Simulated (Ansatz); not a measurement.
Take MgTe in the zinc blende structure (space group F-43m, No. 216; a = 6.368 Å) as the base. Axes: x, y, z lie along the cube axes.

Calculations: LDA (Ansatz, a first-principles code), no spin-orbit coupling.

Base values:

- Valence-band top at Γ: 0.00, 0.00, 0.00 eV
- Band gap: 2.38 eV

Perturbation: tensor shear ε_xy = +1.14 % (engineering shear γ = 0.0228), atoms relaxed at fixed cell.

What does the calculation give for the valence-band top at Γ after the change?

The valence-band top at Γ (three highest levels, from the VBM) goes from 0.00, 0.00, 0.00 eV to 0.00, -0.08, -0.15 eV.

What does the calculation give for the band gap after the change?

The band gap shrinks by 0.08 eV (2.38 eV → 2.30 eV).

Estimate the effect on the energy relative to the base.

The energy grows by 0.9 meV/atom.

Predict the new stress.

The stress (xx, yy, zz, yz, xz, xy; compression positive) amounts to (0.01, 0.01, 0.00, 0.00, 0.00, -0.40) GPa.

Spin-orbit coupling, missing from the scalar runs, can matter with Te. The cells carry an imposed strain or load. Whether these cells are dynamically stable was not tested.
